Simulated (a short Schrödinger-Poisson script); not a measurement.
System: MOS inversion layer, Al2O3 on p-type Ge(100), at 300 K.

```tsv
layer	material	thickness (nm)	Na (cm⁻³)
1	Al2O3	3.1	-
2	Ge	450	8.3e17
```

Constants are typed, rounded textbook-type inputs, not results; the design itself was drawn at random and stands for no fabricated device. Al2O3: permittivity 9, conduction-band edge (eV) 2.65, gap (eV) 6.8, electron mass (mₑ) 0.3. Ge: permittivity 16, conduction-band edge (eV) 0, gap (eV) 0.664, Nv at 300 K (cm⁻³) 6e18.

Channel valleys (confinement mass, in-plane density-of-states mass, number): L4 0.12, 0.295, 4. At the gate the conduction-band edge of layer 1 lies 2.89 eV − eVg above the Fermi level of the channel; the field vanishes at the back. Gaps are held at their typed values at every temperature. Mesh 0.03 nm at interfaces.

Solved with a short Schrödinger-Poisson script written for these runs: 1D Poisson equation in equilibrium, electrons quantum, Hartree (BenDaniel-Duke, 12 states a valley, the channel's in-plane mass for all, wave functions free to enter the dielectric), parabolic valleys, classical holes, full ionisation, no traps, pinning or gate leakage.

The same stack at other levels of the model or other numerical settings:

| run | sheet density of all electrons at Vg = 1.1 V (cm⁻²) | sheet density of all electrons at Vg = 0.5 V (cm⁻²) | capacitance at Vg = 1.1 V (μF/cm²) | centroid of the channel electrons at Vg = 1.1 V (nm) | rough cost against the base |
|---|---|---|---|---|---|
| base | 6.53e12 | 2.78e11 | 1.94 | 2.23 | about 1 |
| electrons treated as classical, Boltzmann | 9.32e12 | 1.05e12 | 2.39 | 0.48 | 0.03 |
| electrons treated as classical, Fermi-Dirac | ? | 9.77e11 | 2.14 | ? | 0.2 |
| mesh six times as coarse | 6.49e12 | ? | 1.94 | 2.25 | 0.3 |
| one subband a valley | 6.53e12 | 2.76e11 | 1.94 | 2.21 | 0.6 |

Complete the blanks.


- electrons treated as classical, Fermi-Dirac, centroid of the channel electrons at Vg = 1.1 V (nm): 0.83
- electrons treated as classical, Fermi-Dirac, sheet density of all electrons at Vg = 1.1 V (cm⁻²): 8.38e12
- mesh six times as coarse, sheet density of all electrons at Vg = 0.5 V (cm⁻²): 2.71e11

The classical rows ignore confinement, and Boltzmann statistics overrate the density once the band edge passes the Fermi level.

Only the L valleys are kept; under strong confinement the Δ valleys of Ge fill too.
